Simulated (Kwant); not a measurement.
Model system: quantum point contact (saddle potential) in a InAs two-dimensional gas. Effective mass 0.023 mₑ, grid spacing 6.2 nm, hard walls, nominal width 150 nm (25 grid rows, so walls 161.2 nm apart), one parabolic valley, scattering region 450 nm long along x; energies count from the band bottom; Fermi energy 0.0112 eV. Potential (V0 + ½k y²) cos²(πx/L) for |x| < L/2, with V0 swept from 0.01176 to 0 eV, k = 7.8e-06 eV/nm², L = 370 nm.

The device is made up for the run: typed textbook-type constants, with dimensions and the other settings drawn at random.

Model: effective-mass tight-binding model on a square grid, one spin, coherent transport at 0 K (Kwant). Conductance is in e²/h.

Compare with the saddle-point formula G = Σ 1/(1 + exp(−2π(E − V0 − ħωy(n + ½))/ħωx)), taking ħωy = ħ√(k/m) and ħωx from the curvature along x of V0 plus half of the mode's confinement energy.

ħωy = 5.08 meV; at V0 = 9.54 meV the lowest mode has ħωx = 2.27 meV.

```tsv
V0 (meV)	formula	simulation
11.1	0.0019	0.0018
9.54	0.079	0.082
8.01	0.87	0.88
6.48	1.00	1.00
4.94	1.01	1.02
3.41	1.64	1.67
```

The formula takes a parabolic saddle in the continuum; the run has the full potential on a grid.
